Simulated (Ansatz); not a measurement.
System: interstitial Mg in rutile-type MgF2 (charge state +2). These are PBE, PAW (plane waves to 420 eV; Ansatz, a program for electronic structure) values and carry that method's errors.

Cell of 72 host sites held at the relaxed PBE lattice; the Γ point alone; Fermi-Dirac width 0.01 eV, spin-restricted; finite-size errors left in. Static, classical nuclei. The charge state is imposed; whether it is stable for some Fermi level was not computed. Sites that were not tried may lie lower.

Barriers: single points on a 2×2×2 k-point mesh shifted by half a step at the bands' geometries.

The step: several atoms move together, Mg the farthest; the atom moves 1.55 Å along (0.00, 0.00, 0.50) of the unit cell; the moving atom starts with neighbours 2 F at 1.89, 4 F at 2.01 Å and ends with 2 F at 1.89, 4 F at 2.01 Å.

Question: Predict the migration barrier of this step from PBE, PAW.

Answer: 0.45 eV, the same both ways. At the saddle the moving atom has neighbours 4 F at 1.89 Å. The saddle point's order was not checked, and it lies on a symmetry element of the cell, where a band can be held.
